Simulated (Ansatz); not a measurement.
Base system: Si in the diamond structure (space group Fd-3m, No. 227; a = 5.4021 Å). Axes: x, y, z lie along the cube axes.

Computed with DFT with LDA, PAW potentials and a 420 eV plane-wave cutoff in Ansatz (a quantum-chemistry and plane-wave program), without spin-orbit coupling.

Before the change:

| Property | Value |
|---|---|
| Valence-band top at Γ | 0.00, 0.00, 0.00 eV |

The change: tensile biaxial strain of 2.08 % in the plane normal to [111], as in epitaxy on a mismatched substrate; the out-of-plane cell vector and the atoms relax.

**Question.** Predict the new out-of-plane strain.

**Answer.** The out-of-plane strain amounts to -0.93 %.

**Question.** Estimate the effect on the valence-band top at Γ.

**Answer.** The valence-band top at Γ (three highest levels, from the VBM) changes from 0.00, 0.00, 0.00 eV to 0.00, -0.25, -0.25 eV.

The levels and masses belong to the bands next to the band gap. No phonon test of stability was made.
